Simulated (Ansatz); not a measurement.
# Convergence study of the k-point mesh at a smearing width of 0.05 eV for Ba (Im-3m, 1 atom in the cell)

```xyz
1
Lattice="-2.4975 2.4975 2.4975 2.4975 -2.4975 2.4975 2.4975 2.4975 -2.4975" Properties=species:S:1:pos:R:3 pbc="T T T"
Ba     0.0000     0.0000     0.0000
```

Computed with PBE (plane waves, PAW; Ansatz, a program for electronic structure).

Base settings: basis.ecutwfc = 420 eV; kpoints.mp_grid.grid = 9 9 9; hamiltonian.xc = pbe; hamiltonian.pseudopotentials = {kind: paw} (the program's default PAW files); scf.occupations.method = gaussian; scf.occupations.width = 0.1 eV.

In this ladder: scf.occupations.width = 0.05 eV.

The second cell is the first with its lattice scaled by 0.98.

Only quantities that move along the ladder and can be compared are tabulated.

The count of work is k-points × plane waves × bands × iterations; it is no time. 

The starting cell has typed, rounded lattice constants, without a prior relaxation at this level. Its lattice was rescaled by up to half a per cent. Ansatz's pressure includes its estimate of the finite-basis (Pulay) stress.

```csv
kpoints.mp_grid.grid,free energy less the last step's (meV/atom),energy of the compressed cell less the first (meV/atom),pressure (GPa),count of work / last
3 3 3,96.69,-12.19,-0.73,0.012
4 4 4,4.35,16.10,0.38,0.024
5 5 5,-6.36,5.23,-0.07,0.030
6 6 6,8.83,12.17,0.24,0.049
7 7 7,7.34,12.34,0.25,0.061
8 8 8,-4.41,8.83,0.09,0.088
10 10 10,1.76,9.75,0.14,0.14
12 12 12,0.52,9.39,0.14,0.22
15 15 15,-0.32,9.22,0.12,0.37
18 18 18,-0.16,9.72,0.13,0.59
22 22 22,0.00,9.64,0.13,1.0
```

Coarsest kpoints.mp_grid.grid that holds the pressure within 0.5 GPa of the last step, with all finer ones: 4 4 4, at 0.024 of the last step's count of work; the step before is off by 0.86 GPa.

Coarsest kpoints.mp_grid.grid that holds the free energy within 2 meV/atom of the last step, with all finer ones: 10 10 10, at 0.14 of the last step's count of work; the step before is off by 4.4 meV/atom.

Coarsest kpoints.mp_grid.grid that holds the energy of the compressed cell less the first within 1 meV/atom of the last step, with all finer ones: 8 8 8, at 0.088 of the last step's count of work; the step before is off by 2.7 meV/atom.

The energy difference between the two cells stays within 1 meV/atom of the last step's from 8 8 8 on, the total only from 12 12 12 on: much of the error is common to both cells and cancels.

Two neighbours can agree and both be off: 6 6 6 and 7 7 7 differ by 0.16 meV/atom in the energy of the compressed cell less the first, yet lie about 2.7 meV/atom from the last step.

Keys are those of Ansatz 0.2.
